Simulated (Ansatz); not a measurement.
A zone-centre phonon calculation of TiSi2 (Fddd, 6 atoms in the cell) with Ansatz (a program for electronic structure).

Level of theory: PBE (plane waves, PAW; Ansatz).

```
CELL_PARAMETERS angstrom
      0.00000     4.12987     4.27569
      2.39668     0.00000     4.27569
      2.39668     4.12987     0.00000
ATOMIC_POSITIONS crystal
  Ti 0.50000 0.50000 0.50000
  Ti 0.75000 0.75000 0.75000
  Si 0.83743 0.16257 0.83743
  Si 0.16257 0.83743 0.16257
  Si 0.41257 0.08743 0.41257
  Si 0.08743 0.41257 0.08743
```

Reference input (self-consistent single point, DFT, PBE, plane waves, default PAW files): basis.ecutwfc = 420 eV; kpoints.mp_grid.grid = 9 9 9; hamiltonian.xc = pbe; hamiltonian.pseudopotentials = {kind: paw} (the program's default PAW files); scf.occupations.method = gaussian; scf.occupations.width = 0.1 eV. This run's input differs from it in these lines:

```diff
@@ -22,6 +22,5 @@
   occupations: { method: gaussian, width: 0.1 eV }
-output:
-  forces: true
-  eigenvalues: true
-  stress: true
+  convergence: { dr2_threshold: 1.0e-07 eV }
+phonons:
+  method: dfpt
```

Output (repeated stretches shortened):

```
SCF iter   1: F=—  HF=-7545.928296 eV  |F-HF|=—  |Δ(HF+E_count)|=         —  Δρ=4.11e-3  dr2=2.01e-2  ethr=1.77e-3  ⟨swp⟩=6.1  Hψ=26491  notcnv=0
all-band conjugate gradients solve this SCF's bands
preconditioner: auto → Kerker (q_TF=auto, 2.408 Å⁻¹)
SCF iter   2: F=—  HF=-7545.926090 eV  |F-HF|=—  |Δ(HF+E_count)|=   2.21e-3  Δρ=1.94e-3  dr2=3.83e-3  ethr=5.02e-5  ⟨swp⟩=1.2  Hψ=7007  notcnv=0  defer=1
SCF iter   3: F=—  HF=-7545.925797 eV  |F-HF|=—  |Δ(HF+E_count)|=   2.94e-4  Δρ=5.57e-4  dr2=3.36e-4  ethr=9.59e-6  ⟨swp⟩=2.4  Hψ=6971  notcnv=0  defer=1
SCF iter   4: F=—  HF=-7545.925747 eV  |F-HF|=—  |Δ(HF+E_count)|=   5.01e-5  Δρ=9.49e-5  dr2=7.52e-6  ethr=8.40e-7  ⟨swp⟩=2.0  Hψ=7199  notcnv=0  defer=1
SCF iter   5: F=—  HF=-7545.925748 eV  |F-HF|=—  |Δ(HF+E_count)|=   9.71e-7  Δρ=1.80e-5  dr2=1.77e-7  ethr=1.88e-8  ⟨swp⟩=2.0  Hψ=7084  notcnv=0  defer=1
SCF iter   6: F=-7545.925748 eV  HF=-7545.925748 eV  |F-HF|=5.90e-9  |Δ(HF+E_count)|=   3.79e-8  Δρ=3.08e-6  dr2=8.72e-9  ethr=2.50e-10  ⟨swp⟩=11.4  Hψ=32983  notcnv=0
SCF 1 converged in 6 iterations: F = -7545.925748 eV  dr2 = 8.72e-9
DFPT response loops at Γ: preconditioner auto → Kerker (q_TF=auto, 2.408 Å⁻¹) (partly filled bands, converged f_vac=0.000) …
Free energy (F): -7545.925748 eV
Internal energy: -7545.913679 eV  (E = F + TS)
E sigma→0 (E₀):  -7545.919714 eV
Entropy (-TS):   -0.012068 eV (-2.011 meV/atom)
Fermi energy:    12.512377 eV
--- Phonons (Γ-DFPT): 6 representative perturbations + reference, on 205 of 729 k-points (Σ response iterations 24) ---
  k mesh reduced under 2 symmetry operations, with k and −k counted as one. Each operation leaves every solved displacement unchanged or reverses it
  ASR residual: 1.422e-3 → 0.000e0 eV/Å²; symmetrization residual: 3.174e-7 eV/Å²
  ASR residual per site (eV/Å²): 1.42e-3 1.42e-3 4.52e-4 4.52e-4 4.52e-4 4.52e-4
  Γ frequencies (cm⁻¹): 0.00 0.00 0.00 186.40 192.41 206.59 232.93 242.18 255.27 256.01 280.02 292.34 309.99 336.09 368.53 380.36 402.86 427.96
  non-analytic LO–TO correction: not included (Born effective charges unavailable; polar crystals: no LO–TO splitting at Γ)
```

The run converged in 6 iterations. 

Summary of the result:
```
Item                                                                                                                                  Result
--------------------------------------------------------  ----------------------------------------------------------------------------------
Free energy E − TS (on the zero of these files)                                                                                -7545.9257 eV
Fermi level (on the code's own zero)                                                                                                12.51 eV
Zone-centre frequencies (cm⁻¹; negative means imaginary)  0, 0, 0, 186, 192, 207, 233, 242, 255, 256, 280, 292, 310, 336, 369, 380, 403, 428
```

The starting cell comes from a database of computed structures (which also holds hypothetical and non-ambient phases and stackings), without a prior relaxation at this level. Its lattice was rescaled by up to half a per cent. Spin polarisation is off.

Cost on one core of a shared machine: roughly 6 min.

Keys are those of Ansatz 0.2.
